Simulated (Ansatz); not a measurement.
# 4 layers of hBN, started at parallel, shifted by (1/3,2/3) (facing B atop N, held by symmetry)

The numbers are results of PBE+D3(BJ) (plane waves to 420 eV, PAW; Ansatz, a program for electronic structure), not measurements. Spin–orbit coupling is left out; PBE gaps are too small against experiment. Its k-point mesh 15×15×1, Fermi–Dirac width 0.01 eV. A dipole correction is on.

| Property | Value |
|---|---|
| gap between facing atomic planes | 3.32, 3.30, 3.32 Å |
| step of the vacuum level across the stack (top less bottom) | +0.36 eV |
| PBE gap over the mesh and listed points off it | 4.12 eV, indirect (lowest direct gap 4.29 eV) |
| valence and conduction edges under the vacuum level of the lower face | 5.50 and 1.38 eV |

```xyz
8
Lattice="2.5088 0.0000 0.0000 -1.2544 2.1727 0.0000 0.0000 0.0000 28.0500" Properties=species:S:1:pos:R:3 pbc="T T T"
B      0.0000     1.4485     9.0502
N      1.2544     0.7242     9.0494
B      1.2544     0.7242    12.3725
N      0.0000     0.0000    12.3731
B     -1.2544     2.1727    15.6772
N      0.0000     1.4485    15.6779
B      0.0000     1.4485    18.9992
N      1.2544     0.7242    19.0005
```
